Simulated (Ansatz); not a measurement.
Band structure of CdSe (P6_3mc, 4 atoms in the cell).

```yaml
crystal:
  lattice:
    - [4.34609, 0.00000, 0.00000]
    - [-2.17305, 3.76382, 0.00000]
    - [0.00000, 0.00000, 7.08984]
  atoms:
    - { symbol: Cd, position: [0.66667, 0.33333, 0.49995] }
    - { symbol: Cd, position: [0.33333, 0.66667, 0.99995] }
    - { symbol: Se, position: [0.66667, 0.33333, 0.87591] }
    - { symbol: Se, position: [0.33333, 0.66667, 0.37591] }
```

Method: PBE, PAW files (plane waves; Ansatz, a first-principles code).

Settings: basis.ecutwfc = 420 eV; kpoints.mp_grid.grid = 7 7 4; hamiltonian.xc = pbe; hamiltonian.pseudopotentials = {kind: paw} (the program's default PAW files); scf.occupations.method = fixed; kpoints.band_path.npoints = 8.

The starting cell comes from a database of computed structures (which also holds hypothetical and non-ambient phases and stackings), without a prior relaxation at this level.

Question: Predict the gap along the standard path and the places of the band edges.

Answer: The gap along the path is 0.60 eV, direct at Γ to within 0.01 eV.

Levels in eV from the top of the valence band on the path, bands 33 to 40:
| point | 33 | 34 | 35 | 36 | 37 | 38 | 39 | 40 |
|---|---|---|---|---|---|---|---|---|
| Γ | -0.72 | -0.04 | 0.00 | 0.00 | 0.60 | 2.17 | 5.87 | 5.87 |
| M | -2.52 | -1.76 | -1.25 | -0.72 | 3.15 | 3.34 | 4.79 | 6.03 |
| K | -2.89 | -1.78 | -1.78 | -1.59 | 4.30 | 4.65 | 4.65 | 6.97 |
| A | -0.38 | -0.38 | -0.38 | -0.38 | 2.31 | 2.31 | 5.80 | 5.80 |
| L | -1.29 | -1.29 | -1.27 | -1.27 | 2.92 | 2.92 | 4.85 | 4.85 |
| H | -2.31 | -2.31 | -1.06 | -1.06 | 3.71 | 3.71 | 5.81 | 5.81 |

Keys are those of Ansatz 0.2.
